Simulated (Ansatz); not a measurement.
**Convergence series on K2InCuBr6 (Fm-3m, 10 atoms in the cell)**

```
K2InCuBr6
1.0
    0.00000     5.39076     5.39076
    5.39076     0.00000     5.39076
    5.39076     5.39076     0.00000
K In Cu Br
2 1 1 6
Direct
  0.75000   0.75000   0.75000
  0.25000   0.25000   0.25000
  0.00000   0.00000   0.00000
  0.50000   0.50000   0.50000
  0.74501   0.25499   0.25499
  0.25499   0.74501   0.74501
  0.25499   0.74501   0.25499
  0.74501   0.25499   0.74501
  0.25499   0.25499   0.74501
  0.74501   0.74501   0.25499
```

Method of the run: r2SCAN, default PAW files made with PBE (plane waves; Ansatz, a first-principles code).

The starting cell comes from a database of computed structures (which also holds hypothetical and non-ambient phases and stackings), without a prior relaxation at this level. Spin polarisation is off, so a magnetic state, if there is one, cannot be reached. Ansatz's pressure includes its estimate of the finite-basis (Pulay) stress. The run gives no clean gap (levels at the Fermi energy touch, overlap or are partly filled at this smearing), which alone does not show that the compound is a metal.

Held fixed: basis.ecutwfc = 500 eV; hamiltonian.xc = r2scan; hamiltonian.pseudopotentials = {kind: paw} (the program's default PAW files); scf.occupations.method = gaussian; scf.occupations.width = 0.272 eV.

ΔF is the free energy per atom less that of the last row (13 13 13).

```
kpoints.mp_grid.grid  ΔF (meV/atom)  pressure (GPa)  largest force (eV/Å)  k-points  iterations
--------------------  -------------  --------------  --------------------  --------  ----------
1 1 1                         514.6            4.22                 0.122         1          14
2 2 2                           8.5           -0.91                 0.131         3           9
3 3 3                         -0.17           -1.14                 0.171         4           8
4 4 4                          0.39           -1.14                 0.155         8           9
5 5 5                          0.23           -1.13                 0.139        10          11
6 6 6                          0.01           -1.13                 0.136        16          10
7 7 7                         -0.04           -1.13                 0.138        20          10
9 9 9                          0.01           -1.13                 0.139        35          10
11 11 11                       0.00           -1.13                 0.139        56          10
13 13 13                       0.00           -1.13                 0.139        84          10
```

Pressure within 0.05 GPa of the last row: from kpoints.mp_grid.grid = 3 3 3 on; the one before it is off by 0.22 GPa. The value it settles on is -1.13 GPa at this level of theory and with the other settings as held.

Energy within 0.5 meV/atom of the last row: from kpoints.mp_grid.grid = 3 3 3 on; the one before it is off by 8.5 meV/atom.

Keys are those of Ansatz 0.2.
